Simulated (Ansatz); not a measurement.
SiC, point defects

Start from a 16-atom supercell of SiC (space group P6_3mc, No. 186) at its relaxed geometry.

```
CELL_PARAMETERS angstrom
      4.61641    -2.66529     0.00000
      1.53880     2.66529     0.00000
      0.00000     0.00000    10.07629
ATOMIC_POSITIONS crystal
  Si 0.00000 0.00000 0.00030
  Si 0.50000 0.50000 0.00030
  Si 0.00000 0.00000 0.50030
  Si 0.50000 0.50000 0.50030
  Si 0.16667 0.50000 0.75025
  Si 0.66667 0.00000 0.75025
  Si 0.83333 0.50000 0.25025
  Si 0.33333 0.00000 0.25025
  C  0.00000 0.00000 0.81287
  C  0.50000 0.50000 0.81287
  C  0.00000 0.00000 0.31287
  C  0.50000 0.50000 0.31287
  C  0.16667 0.50000 0.56221
  C  0.66667 0.00000 0.56221
  C  0.83333 0.50000 0.06221
  C  0.33333 0.00000 0.06221
```

One neutral defect a cell, atoms relaxed at fixed cell.

Computed with r2SCAN in Ansatz (plane waves to 500 eV, PAW, spin-orbit coupling left out).

```json
[
 {"variant": "perfect supercell", "largest displacement of a host atom from its site in the perfect cell": "–", "pressure": "0.0 GPa"},
 {"variant": "H interstitial (started 1.97 Å from the nearest host atom), symmetric start", "largest displacement of a host atom from its site in the perfect cell": "0.05 Å", "pressure": "2.7 GPa"},
 {"variant": "C interstitial (started 1.97 Å from the nearest host atom), symmetric start", "largest displacement of a host atom from its site in the perfect cell": "0.57 Å", "pressure": "12.5 GPa"},
 {"variant": "Pb on a C site, symmetric start", "largest displacement of a host atom from its site in the perfect cell": "0.59 Å", "pressure": "32.5 GPa"},
 {"variant": "Re on a Si site", "largest displacement of a host atom from its site in the perfect cell": "0.15 Å", "pressure": "8.5 GPa"},
 {"variant": "C on a Si site (antisite)", "largest displacement of a host atom from its site in the perfect cell": "0.20 Å", "pressure": "-11.6 GPa"}
]
```

The magnetic state is the one reached from the starting moments; the real material's order can differ, and small cells can't hold many antiferromagnetic ones. In so small a cell the defect repeats every few ångströms: this is an ordered compound, not a dilute defect. The mesh was chosen for an insulator and is coarse for the gapless case. Defects with a symmetric start kept the site's symmetry and may sit on a saddle; the others started slightly shaken. Seeded moments were not kept for C interstitial (started 1.97 Å from the nearest host atom), Pb on a C site and C on a Si site (antisite).

Ansatz is an electronic-structure program.
